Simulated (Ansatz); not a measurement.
Ansatz (an electronic-structure program) run on Ti2O (P3m1, 3 atoms in the cell): self-consistent single point.

Method of the run: LDA (PW92), default PAW files made with PBE (plane waves; Ansatz).

```yaml
crystal:
  lattice:
    - [2.94522, 0.00000, 0.00000]
    - [-1.47261, 2.55063, 0.00000]
    - [0.00000, 0.00000, 4.80787]
  atoms:
    - { symbol: Ti, position: [0.33333, 0.66667, 0.74045] }
    - { symbol: Ti, position: [0.66667, 0.33333, 0.26995] }
    - { symbol: O, position: [0.00000, 0.00000, 0.00000] }
```

Reference input (self-consistent single point, DFT, LDA (PW92), plane waves, default PAW files made with PBE): basis.ecutwfc = 420 eV; kpoints.mp_grid.grid = 13 13 7; hamiltonian.xc = lda; hamiltonian.pseudopotentials = {kind: paw} (the program's default PAW files); scf.occupations.method = fermi_dirac; scf.occupations.width = 0.1 eV. This run's input differs from it in these lines:

Ansatz 0.2 input:
```diff
@@ -12,3 +12,3 @@
 kpoints:
-  mp_grid: { grid: [13, 13, 7] }
+  mp_grid: { grid: [7, 7, 4] }
 hamiltonian:
@@ -17,3 +17,3 @@
 scf:
-  occupations: { method: fermi_dirac, width: 0.1 eV }
+  occupations: { method: fermi_dirac, width: 0.05 eV }
 output:
```

Output (repeated stretches shortened):

```
SCF iter   1: F=—  HF=-5459.234891 eV  |F-HF|=—  |Δ(HF+E_count)|=         —  Δρ=1.34e-2  dr2=5.42e-2  ethr=1.77e-3  ⟨swp⟩=4.2  Hψ=2014  notcnv=0
all-band conjugate gradients solve this SCF's bands
preconditioner: auto → Kerker (q_TF=auto, 2.645 Å⁻¹)
SCF iter   2: F=—  HF=-5459.225053 eV  |F-HF|=—  |Δ(HF+E_count)|=   9.84e-3  Δρ=5.54e-3  dr2=1.04e-2  ethr=1.81e-4  ⟨swp⟩=2.0  Hψ=857  notcnv=0
SCF iter   3: F=—  HF=-5459.223207 eV  |F-HF|=—  |Δ(HF+E_count)|=   1.85e-3  Δρ=1.52e-3  dr2=1.30e-3  ethr=3.46e-5  ⟨swp⟩=2.2  Hψ=645  notcnv=0
SCF iter   4: F=—  HF=-5459.222894 eV  |F-HF|=—  |Δ(HF+E_count)|=   3.14e-4  Δρ=3.11e-4  dr2=6.47e-5  ethr=4.32e-6  ⟨swp⟩=2.0  Hψ=637  notcnv=0
SCF iter   5: F=—  HF=-5459.222872 eV  |F-HF|=—  |Δ(HF+E_count)|=   2.19e-5  Δρ=9.33e-5  dr2=4.66e-6  ethr=2.16e-7  ⟨swp⟩=2.1  Hψ=689  notcnv=0
SCF iter   6: F=—  HF=-5459.222871 eV  |F-HF|=—  |Δ(HF+E_count)|=   1.12e-6  Δρ=3.13e-5  dr2=4.98e-7  ethr=1.55e-8  ⟨swp⟩=2.6  Hψ=951  notcnv=0
SCF iter   7: F=-5459.222870 eV  HF=-5459.222870 eV  |F-HF|=2.69e-8  |Δ(HF+E_count)|=   1.27e-7  Δρ=9.93e-6  dr2=3.58e-8  ethr=3.33e-10  ⟨swp⟩=5.1  Hψ=2094  notcnv=0
SCF 1 converged in 7 iterations: F = -5459.222870 eV  dr2 = 3.58e-8
Free energy (F): -5459.222870 eV
Internal energy: -5459.215226 eV  (E = F + TS)
E sigma→0 (E₀):  -5459.219048 eV
Entropy (-TS):   -0.007645 eV (-2.548 meV/atom)
Fermi energy:    15.126867 eV
--- Forces (eV/Å), atoms counted from 1 ---
  atom   1  Ti     0.00000000    -0.00000000     0.09755558
  atom   2  Ti    -0.00000000     0.00000000    -0.37293303
  atom   3  O      0.00000000     0.00000000     0.27536232
--- Stress (GPa, compression-positive) ---
       -6.598258       0.000000      -0.000000
        0.000000      -6.598258      -0.000000
       -0.000000      -0.000000     -11.923741
  P = ⅓ Tr σ = -8.3734 GPa (-83.734 kbar)
  The stress holds the Pulay correction. Without it, at fixed plane waves, as pw.x and ABINIT print it: P = -8.8515 GPa
```

The run converged in 7 iterations. Against the reference run the free energy rises by 4.8 meV/atom, the pressure stays near -8.37 GPa while the zz stress (positive for compression) goes from -11.36 to -11.92 GPa and the largest force goes from 0.409 to 0.373 eV/Å.

The starting cell comes from a database of computed structures (which also holds hypothetical and non-ambient phases and stackings), without a prior relaxation at this level. Its lattice was rescaled by up to half a per cent. One atom was moved a little off its site on purpose. Spin polarisation is off, so a magnetic state, if there is one, cannot be reached. With a pressure of about -8 GPa the cell is away from its equilibrium volume at this level. Ansatz's pressure includes its estimate of the finite-basis (Pulay) stress.
